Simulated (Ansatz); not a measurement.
The parent structure is Al$_{2}$O$_{3}$ in the corundum structure (space group R-3c, No. 167).

```xyz
10
Lattice="2.3794 1.3738 4.3317 -2.3794 1.3738 4.3317 0.0000 -2.7475 4.3317" Properties=species:S:1:pos:R:3 pbc="T T T"
Al     0.0000     0.0000     4.5732
Al     0.0000     0.0000     1.9244
Al     0.0000     0.0000     8.4220
Al     0.0000     0.0000    11.0707
O     -0.9215     1.3738     7.5805
O     -0.7290    -1.4849     7.5805
O      1.6505     0.1111     7.5805
O      0.9215    -1.3738     5.4147
O      0.7290     1.4849     5.4147
O     -1.6505    -0.1111     5.4147
```

Cartesian axes are those of the cell as printed.

All numbers come from r2SCAN, PAW, 500 eV (Ansatz, a quantum-chemistry and plane-wave program; without spin-orbit coupling).

Before the change:

```
Item                                   Value
---------------------  ---------------------
Valence-band top at Γ  0.00, -0.05, -0.05 eV
```

One thing is altered: compressive biaxial strain of 2.52 % in the plane normal to [001], as in epitaxy on a mismatched substrate; the out-of-plane cell vector and the atoms relax.

**Question.** What happens to the valence-band top at Γ and out-of-plane strain?

**Answer.** The valence-band top at Γ (three highest levels, from the VBM) changes from 0.00, -0.05, -0.05 eV to 0.00, 0.00, -0.31 eV; the out-of-plane strain amounts to +1.22 %.

The levels and masses belong to the bands next to the band gap. Stability against distortions was not tested.
